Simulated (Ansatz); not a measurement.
## Response to strain in Mg2Sn

The parent structure is Mg2Sn (space group Fm-3m, No. 225; a = 6.7471 Å; relaxed with 0.1 eV smearing). Axes: x, y, z lie along the cube axes.

Strains are applied to the cell and any free atomic positions relax.

Computed with PBEsol (Ansatz, an electronic-structure program), spin-orbit coupling left out.

Notes on the quantities. energy relative to the base: free energy F.

| uniaxial strain ε_zz (%) | energy relative to the base (meV/atom) |
|---|---|
| 0 | 0.0 |
| 0.5 | 0.2 |
| 1 | 0.6 |
| 1.5 | 1.3 |
| 2 | 2.3 |
| 2.5 | ? |
| 3 | 5.2 |

**Question.** Fit ΔE = Aε² + Bε³ (ε in %) to the rows shown and predict the withheld row.

**Answer.** Least squares on the printed values gives A = 0.582 and B = -0.0015 meV/atom (largest residual 0.1 meV/atom); this predicts 3.6 meV/atom, and the run gives 3.6 meV/atom, in agreement.

Whether these cells are dynamically stable was not tested.
